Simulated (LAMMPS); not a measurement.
Cr (bcc) at 2400 K and zero pressure, started from the melt, with several potentials, in cells of their own sizes.

Potentials compared:
- EAM-type FeCr.cdeam: classical MD, pair style eam/cd, file FeCr.cdeam (LAMMPS); Stukowski, Sadigh, Erhart and Caro, Model Simul Mater Sci Eng, 7, 075005 (2009)
- MEAM MoCoNiVFeAlCr_2nn.meam: classical MD, pair style meam, file MoCoNiVFeAlCr_2nn.meam (LAMMPS); Wang, J., Kwon, H., Kim, H.S. et al. A neural network model for high entropy alloy design. npj Comput Mater 9, 60 (2023).
- MEAM library.meam-Cr: classical MD, pair style meam, file library.meam (library.meam-Cr) (LAMMPS); Baskes, Phys Rev B, 46, 2727-2742 (1992)

| potential | state | volume | first peak of g(r) | coordination number | self-diffusion coefficient of Cr (not corrected for cell size) | mean phonon frequency | rough cost (ms per atom and simulated ps) |
|---|---|---|---|---|---|---|---|
| EAM-type FeCr.cdeam | liquid | 13.432 ± 0.002 Å³/atom | 2.61 Å, height 2.7 | 13.2 (counted to 3.50 Å) | (1.66 ± 0.03) × 10^-5 cm²/s | 6.7 THz | 1 to 3 |
| MEAM MoCoNiVFeAlCr_2nn.meam | liquid | 14.153 ± 0.003 Å³/atom | 2.52 Å, height 2.3 | 12.9 (counted to 3.54 Å) | (3.66 ± 0.06) × 10^-5 cm²/s | 5.4 THz | 3 to 10 |
| MEAM library.meam-Cr | liquid | 15.99 ± 0.01 Å³/atom | 2.48 Å, height 2.5 | 7.99 (counted to 3.10 Å) | (5.63 ± 0.08) × 10^-5 cm²/s | 6.8 THz | 1 to 3 |

Costs are rough: whole-run CPU time with set-up and analysis, from shared machines, in bands a factor of about three wide.

Caution (rows EAM-type FeCr.cdeam; MEAM library.meam-Cr): a run this short can hold a crystal over, or a liquid under, the potential's own melting point, which these runs don't give.

Caution: the potential MEAM library.meam-Cr is a first-neighbour MEAM set with a 4 Å cutoff, used here without a parameter file and away from the static properties it was fitted to.

States go by the mean squared displacement: a species diffuses where it passes 1.5 Å², still rises and gives D over 1e-6 cm²/s; a crystal has left its structure where atoms lie 0.35 Å off their sites on average or a cubic box changes its shape by 3 %, or the axial ratios of another lie 8 % off the starting cell's, which the potential's own relaxation can also do.

Errors of D are the spread over four groups of atoms in one short run; a floor of about 5 %, a picked value, is safer.

The ± values are statistical; the model's systematic error is not in them.
